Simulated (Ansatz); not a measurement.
For fluorite PtAl₂, rVV10 (Ansatz, a quantum-chemistry and plane-wave program, plane waves, PAW) gives:

- lattice parameter a: 5.981 Å
- bulk modulus B0: 122 GPa

What does LC-ωPBE in Ansatz (PAW) give for the same quantities?


- lattice constant a: 5.864 Å (shrinks by 2.0 %)
- bulk modulus: 155 GPa (rises by 27 %)

For comparison: lattice constant a 5.91 Å (measured, temperature not stated, copied from a table, unchecked, no zero-point or thermal correction; as tabulated in Crystal Structures 1, 239 (1963)).

Changes are worked out from the printed values.

Unless a cell is named, each level is at its own relaxed cell (rVV10 17.83, LC-ωPBE 16.80 Å³/atom).

Levels without +SOC leave out spin–orbit coupling, which shifts energies and cells of such heavy elements.

The crystal itself was run without spin with rVV10, LC-ωPBE; a magnetic state was not tried in these runs.

Ansatz's density-functional and Hartree–Fock values are scalar-relativistic unless marked +SOC, with PAW data made under PBE.
